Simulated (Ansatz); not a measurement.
Consider CdTe in the zinc blende structure (space group F-43m, No. 216; a = 6.5578 Å). Axes: x, y, z lie along the cube axes.

Method: r2SCAN/PAW in Ansatz (an electronic-structure program), without spin-orbit coupling.

It is then changed as follows: every lattice vector is stretched by 2.50 %, atoms relaxed at fixed cell.

Q: Predict the stress tensor and what it implies for the stiffness.

A: Stress of the strained cell less that of the base (GPa, compression positive):
```
  -2.51    0.00    0.00
   0.00   -2.51    0.00
   0.00    0.00   -2.51
```

Then B = −ΔP/(ΔV/V₀) with ΔV/V₀ = 0.0769 gives secant stiffness values (nonlinear terms included at this strain): B ≈ 33 GPa.

As a check, the harmonic strain energy −½ V₀ Δσ:ε is 21 meV/atom; the computed energy rise is 23 meV/atom.

No phonon test of stability was made.
